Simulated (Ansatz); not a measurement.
**Cl on the 1x1 (111) surface of fcc Ir, one in a 2x2 cell, started at the site 'hollow Ir-Ir-Ir over Ir at depth 4.4 Å'**

The numbers are results of PBE (plane waves to 420 eV, PAW; Ansatz, a program for electronic structure), not measurements.

Set-up: 17 atoms, 6.6 Å thick at the start under the adsorbate (thin: gaps and levels are the slab's own); mesh 6x6x1; 0.1 eV smearing; dipole correction on; 8 atoms held, the rest relaxed; start symmetry kept, larger cells not searched; no spin, no spin-orbit, no U, no dispersion correction. At the end it is bonded to 3 Ir. In PBE it is, or lies within 0.03 eV of, the lowest of the starts that converged.

```yaml
adsorption energy against ½ Cl2(g): -1.39 eV
work_function_of_the_top_face: 4.96 eV
change_of_the_work_function: -0.53 eV
change_of_the_step_from_the_bottom_to_the_top_vacuum_level_against_the_clean_slab: -0.55 eV
energy_released_by_relaxation: 0.083 eV
height of the binding atom over the mean of the host atoms within 0.3 Å of the top one: 1.959 Å
nearest_host_atoms_of_the_binding_atom: Ir at 2.52 Å, Ir at 2.52 Å, Ir at 2.52 Å
largest_move_of_a_host_atom: 0.08 Å
caution: the clean host was not checked against rearrangement in a larger or rattled cell
cost: about 6 core-minutes (a rough figure)
```

A negative adsorption energy means that the adsorbate is more stable on the surface than in its reference.
